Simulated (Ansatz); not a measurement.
The starting structures come from a database of crystals and need not be the phases stable at ambient conditions.

 Where the default PAW files enter, the runs use the earlier of Ansatz's two default sets.

By PBEsol, the system below comes out a metal.

```
Ru2Si
1.0
    6.62507     0.00000     0.00000
    0.00000     7.39776     0.00000
    2.42733     0.00000     3.19207
Si Ru
4 8
Direct
  0.70036   0.90225   0.54964
  0.29964   0.09775   0.45036
  0.79964   0.40225   0.95036
  0.20036   0.59775   0.04964
  0.48614   0.78778   0.26386
  0.51386   0.21222   0.73614
  0.01386   0.28778   0.23614
  0.98614   0.71222   0.76386
  0.16649   0.93467   0.08351
  0.83351   0.06533   0.91649
  0.33351   0.43467   0.41649
  0.66649   0.56533   0.58351
```

Space group of this cell: Pnma. The cell is taken as given; by PBEsol its mean pressure is -3.5 GPa.

The current flows along the normal of the first two printed cell vectors. No spin-orbit coupling; the value is a mean over 0.1 eV about the Fermi level.

### Question
Estimate the ballistic conductance per area that PBEsol (Ansatz, a program for electronic structure) returns for this system.

### Answer
0.66 × 10¹⁵ S/m² for both spins.
